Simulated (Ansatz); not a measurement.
A relaxation of the atoms of BaTiO₃ (Amm2, 5 atoms in the cell) with Ansatz (an electronic-structure program).

Method: LDA (PW92), default PAW files made with PBE (plane waves; Ansatz).

The change in words: one atom moved by 0.15 angstrom; relax: default → atoms; relax.f_tol: default → 0.05 eV/Å. Reference geometry:
```
CELL_PARAMETERS angstrom
      4.00325     0.00000     0.00000
      0.00000     2.87691     2.88972
      0.00000    -2.87691     2.88972
ATOMIC_POSITIONS crystal
  Ba 0.00000 0.00341 0.00341
  Ti 0.50000 0.51850 0.51850
  O  0.50000 0.97843 0.49135
  O  0.50000 0.49135 0.97843
  O  0.00000 0.48820 0.48820
```

Reference input (self-consistent single point, DFT, LDA (PW92), plane waves, default PAW files made with PBE): basis.ecutwfc = 420 eV; kpoints.mp_grid.grid = 6 6 6; hamiltonian.xc = lda; hamiltonian.pseudopotentials = {kind: paw} (the program's default PAW files); scf.occupations.method = fixed. This run's input differs from it in these lines:

```diff
@@ -7,3 +7,3 @@
   atoms:
-    - { symbol: Ba, position: [0.000000, 0.003410, 0.003410] }
+    - { symbol: Ba, position: [0.000000, 0.029364, 0.029364] }
     - { symbol: Ti, position: [0.500000, 0.518500, 0.518500] }
@@ -21,2 +21,4 @@
   occupations: { method: fixed }
+relax:
+  f_tol: 0.05
 output:
```

Output (repeated stretches shortened):

```
   [... SCF lines of the steps left out ...]
relax step   1: F+E_penalty+E_count = -9904.27975786 eV  Δ(F+E_penalty+E_count) = +0.000e0 eV  max|allowed force component| = 9.110e-1 eV/Å  Δτ_max = 0.0000 Å  (6 SCF iters, dr2 threshold 6.25e-5 eV, accepted)
relax step   2: F+E_penalty+E_count = -9904.27702235 eV  Δ(F+E_penalty+E_count) = +2.736e-3 eV  max|allowed force component| = 6.030e-1 eV/Å  Δτ_max = 0.1950 Å  (7 SCF iters, dr2 threshold 5.19e-5 eV, rejected (line search))
relax step   3: F+E_penalty+E_count = -9904.33345674 eV  Δ(F+E_penalty+E_count) = -5.370e-2 eV  max|allowed force component| = 3.173e-1 eV/Å  Δτ_max = 0.0914 Å  (8 SCF iters, accepted)
relax step   4: F+E_penalty+E_count = -9904.33634872 eV  Δ(F+E_penalty+E_count) = -2.892e-3 eV  max|allowed force component| = 1.060e-1 eV/Å  Δτ_max = 0.0128 Å  (5 SCF iters, dr2 threshold 6.29e-6 eV, accepted)
relax step   5: F+E_penalty+E_count = -9904.33827663 eV  Δ(F+E_penalty+E_count) = -1.928e-3 eV  max|allowed force component| = 1.708e-3 eV/Å  Δτ_max = 0.0117 Å  (6 SCF iters, accepted)
the relaxation is at rest under the 4 symmetry operations that the run kept from its start: a minimum is not shown …
Free energy (F): -9904.338277 eV
Internal energy: -9904.338277 eV  (E = F + TS)
E sigma→0 (E₀):  -9904.338277 eV
Fermi energy:    9.401915 eV
--- Forces (eV/Å), atoms counted from 1 ---
  atom   1  Ba    -0.00000000     0.00000000    -0.00168639
  atom   2  Ti    -0.00000000     0.00000000     0.00008371
  atom   3  O     -0.00000000    -0.00042763     0.00040706
  atom   4  O     -0.00000000     0.00042763     0.00040706
  atom   5  O     -0.00000000     0.00000000     0.00089752
--- Stress (GPa, compression-positive) ---
      -11.034925       0.000000       0.000000
   [... lines left out ...]
    - { symbol: Ti, position: [0.49999999999999994, 0.5291462178039837, 0.5291462178039837] }
    - { symbol: O, position: [0.49999999999999994, 0.9772199327282043, 0.4940635570217751] }
    - { symbol: O, position: [0.49999999999999994, 0.4940635570217751, 0.9772199327282043] }
    - { symbol: O, position: [-2.1560604214027872e-19, 0.4908903437339042, 0.4908903437339042] }
```

The run converged. 

Summary of the result:
* **Free energy E − TS (on the zero of these files)**: -9904.3383 eV
* **Top of the valence band (on the code's own zero)**: 9.40 eV
* **Gap on the k-point mesh**: 2.33 eV
* **Pressure**: -9.39 GPa
* **Largest force (vector length)**: 0.002 eV/Å
* **Relaxation steps**: 5

The starting cell comes from a database of computed structures (which also holds hypothetical and non-ambient phases and stackings), without a prior relaxation at this level. Its lattice was rescaled by up to half a per cent. For this run, on top of that: one atom moved by 0.15 angstrom. The relaxation keeps the symmetry of its start, so its end need not be a minimum. Ansatz's pressure includes its estimate of the finite-basis (Pulay) stress. Without the estimate this run gives -10.13 GPa.

Cost on one core of a shared machine: roughly 50 s.

Keys are those of Ansatz 0.2.
